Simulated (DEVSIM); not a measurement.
**abrupt Si n-p junction**

Device: abrupt Si n-p junction, at 300 K.

```csv
layer (left to right),material,thickness (μm),Nd (cm⁻³),Na (cm⁻³),τn (s),τp (s)
1,Si,4.70,4.8e18,-,6.8e-6,6.8e-6
2,Si,160,-,1.1e15,6.8e-6,6.8e-6
```

Left contact: ohmic. Right contact: ohmic. Voltage is applied to the left contact. Recombination: SRH at mid-gap. Mobility is μmin + (μ − μmin)/(1 + (N/Nref)^α).

Constants are typed, rounded textbook-type inputs, not results; the design itself was drawn at random and stands for no fabricated device. Values at 300 K.

```tsv
parameter	Si
gap (eV)	1.124
affinity (eV)	4.05
permittivity	11.7
Nc (cm⁻³)	2.86e19
Nv (cm⁻³)	3.1e19
μn (cm²/Vs)	1417
μp (cm²/Vs)	470
μn,min	52
μp,min	45
Nref,n	9.7e16
Nref,p	2.2e17
αn	0.68
αp	0.72
```

DEVSIM, 1D drift-diffusion, Boltzmann statistics, complete ionisation; no tunnelling, impact ionisation, image-force lowering or self-heating.

| Item | Value |
|---|---|
| Potential step across the device at zero bias | 0.813 V |
| Largest field in the device at zero bias | 120000 V/cm |
| Dark forward voltage at 1 A/cm² | 0.646 V |
| Dark forward voltage at 100 A/cm² | 0.924 V |

Dark forward current:

```csv
V (V),J (A/cm²)
-0.05,-2.4e-9
-0.10,-9.8e-9
-0.20,-1.8e-7
-0.25,-9.8e-7
-0.35,-3.9e-5
-0.40,-0.00027
-0.50,-0.012
-0.55,-0.072
-0.65,-1.1
-0.70,-3.1
-0.80,-18
-0.85,-38
-0.95,-140
-1.00,-230
-1.10,-520
-1.15,-710
-1.25,-1200
-1.30,-1400
-1.40,-2000
-1.45,-2200
```

Small-signal capacitance in reverse bias (quasi-static):

| V (V) | C (nF/cm²) |
|---|---|
| 0.2 | 10.4 |
| 0.5 | 8.91 |
| 1 | 7.41 |
| 1.5 | 6.49 |
| 2 | 5.84 |
| 3 | 4.98 |
| 4 | 4.41 |
| 5 | 4.00 |
| 6.5 | 3.56 |
| 8 | 3.24 |
| 10 | 2.92 |
